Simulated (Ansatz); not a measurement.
**Al: stress against strain**

Al (fcc, Fm-3m, 15.924 Å³/atom at rest) under an equal strain ε in the (111) plane with the normal axis free, as in a coherent film. r2SCAN in Ansatz, a plane-wave DFT program (PAW, default set), 500 eV, 28×28×28 Γ-centred mesh, Fermi-Dirac smearing 0.10 eV; ions are relaxed within the symmetry of each cell. Stress is positive for a compressed cell.

Here s stands for strain and y for stress xx.

```csv
strain (%),stress xx (GPa)
-2.50,?
-1.25,2.16
-0.83,1.37
-0.42,0.66
0.00,0.00
0.42,-0.62
0.83,-1.19
1.25,-1.76
```

Q: Using a straight line, estimate the missing y at s = -2.50 from the other rows, showing the fit.

A: Means: s 0, y 0.089. About the means, the sum of products is -7.5624 and the sum of squares of s is 4.8556; the slope is their ratio. Least squares gives y = 0.089 - 1.5575·s. Residuals (row less fit): 0.124, -0.012, -0.083, -0.089, -0.055, 0.014, 0.098; standard error 0.093 (degrees of freedom: 5). The slope gives the biaxial elastic modulus of this plane = 156 ± 4 GPa. At the withheld row, y = 0.089 - 1.5575 × (-2.50) = 3.983 GPa. The calculation gives 4.99 GPa, 1.007 GPa above the prediction (14.9 % of the range of y in the table). The row lies outside the fitted rows, so this is an extrapolation. From the scatter of the fitted rows alone, a prediction at this place has a standard error of 0.145 GPa, so the miss is 6.9 times that.

One order more, fitted to all 13 runs of the series, follows each within 0.10, so the miss is the next term of a smooth law. In a metal these values are sensitive to mesh and smearing; energies are taken to zero smearing, stresses follow the free energy. Rows are the converged runs of the series near zero and its far end; series whose fitted rows scatter by over a few per cent of the range, as at a crossing or softening among them, aren't shown in this form. Most that stay on the fit to the last digits aren't either.
